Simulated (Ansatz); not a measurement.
Mg: uniaxial strain ε_zz = −2.00 %

Base system: Mg in the hcp (Mg type) structure (space group P6_3/mmc, No. 194; a = 3.175 Å, c = 5.163 Å; relaxed with 0.1 eV smearing). Axes: x lies along a and z along c of the hexagonal cell.

The change: the cell is compressed by 2.00 % along z with no lateral relaxation; the atoms relax in the strained cell.

Level of theory: DFT with PBEsol, PAW potentials and a 420 eV plane-wave cutoff in Ansatz (a program for electronic structure), no spin-orbit coupling. Settings: 21×21×11 k-points, 0.1 eV Fermi–Dirac smearing.

The volume per atom drops by 0.45 Å³, from 22.54 Å³ to 22.09 Å³ and the space group is still P6_3/mmc (No. 194). The shortest interatomic distance falls by 0.042 Å, from 3.166 Å to 3.124 Å and the energy rises by 2.0 meV/atom. The pressure (mean of the normal stresses, compression positive) goes from zero to 0.8 GPa and the band gap remains zero. The stress (xx, yy, zz, yz, xz, xy; compression positive) is (0.4, 0.4, 1.5, 0.0, 0.0, 0.0) GPa.

Whether these cells are dynamically stable was not tested.
